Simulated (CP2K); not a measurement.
CP2K 2026.2, DFT, PBE, Gaussian and plane waves, DZVP-MOLOPT bases, GTH-PBE potentials: W(110) slab of 5 layers, 1x1, atoms displaced (W5), unrelaxed, 5 atoms. Basis and mesh were picked for this test and aren't claimed converged.

```text
&GLOBAL
  PROJECT run
  RUN_TYPE ENERGY_FORCE
  PRINT_LEVEL LOW
  &TIMINGS
    THRESHOLD 0.005
  &END TIMINGS
&END GLOBAL
&FORCE_EVAL
  METHOD Quickstep
  &DFT
    BASIS_SET_FILE_NAME BASIS_MOLOPT
    POTENTIAL_FILE_NAME GTH_POTENTIALS
    &QS
      METHOD GPW
      EPS_DEFAULT 1.0E-12
    &END QS
    &MGRID
      CUTOFF 400
      REL_CUTOFF 50
    &END MGRID
    &XC
      &XC_FUNCTIONAL PBE
      &END XC_FUNCTIONAL
    &END XC
    &SCF
      SCF_GUESS ATOMIC
      EPS_SCF 1.0E-6
      MAX_SCF 150
      &DIAGONALIZATION
        ALGORITHM STANDARD
      &END DIAGONALIZATION
      &MIXING
        METHOD BROYDEN_MIXING
        ALPHA 0.15
        NBUFFER 8
      &END MIXING
      ADDED_MOS 8
      &SMEAR ON
        METHOD FERMI_DIRAC
        ELECTRONIC_TEMPERATURE [K] 1000
      &END SMEAR
    &END SCF
    &KPOINTS
      SCHEME MONKHORST-PACK 4 4 1
      GAMMA_CENTERED T
    &END KPOINTS
  &END DFT
  &SUBSYS
    &CELL
      A 3.16500000 0.00000000 0.00000000
      B 1.58250000 2.23799300 0.00000000
      C 0.00000000 0.00000000 28.95197200
    &END CELL
    &COORD
      SCALED
      W 0.00295900 0.97964800 0.34551200
      W 0.50298000 0.99060700 0.42318000
      W 0.99139400 0.98058600 0.49974700
      W 0.50517100 0.99064800 0.57830400
      W 0.00812500 0.99480500 0.65447600
    &END COORD
    &KIND W
      ELEMENT W
      BASIS_SET DZVP-MOLOPT-SR-GTH-q14
      POTENTIAL GTH-PBE-q14
    &END KIND
  &END SUBSYS
  &PRINT
    &FORCES ON
      NDIGITS 10
    &END FORCES
  &END PRINT
&END FORCE_EVAL
```

The program reports basis functions: 130.

It runs on a single node (AMD EPYC (Zen 5), 96 cores on 1 socket, no SMT, 12 L3 cache groups; 94 cores' worth of CPU time may be used).

Wall times, medians of two to five repeats, each run alone on the node (launch to exit). Unless noted, each process is bound to its own block of adjacent cores. The build: conda-forge: MPICH, OpenMP, OpenBLAS, FFTW, ScaLAPACK, ELPA, COSMA, DBCSR on BLAS; another build can shift the numbers. Scratch files lie in a memory file system.

Started as
```bash
OMP_NUM_THREADS=1 mpirun -np 16 cp2k.psmp -i run.inp
```
(16 ranks, KPOINTS/PARALLEL_GROUP_SIZE = -1 (default)) it takes 8.4 s and 28 SCF steps.

**Question.** Predict the time once the run is changed to KPOINTS/PARALLEL_GROUP_SIZE = 0.

**Answer.** About 9.2 s (2 runs within 1 %): 1.1× as long. The largest move is in dense diagonalisation and Cholesky (ELPA, syevd, cholesky): 0.57 s to 1.3 s. The own time of cp_cfm_heevd_base goes from 0.53 s to 1.2 s, most of the change. Change in the result: energy under 0.001 meV/atom, forces (largest component) under 0.001 meV/Å.
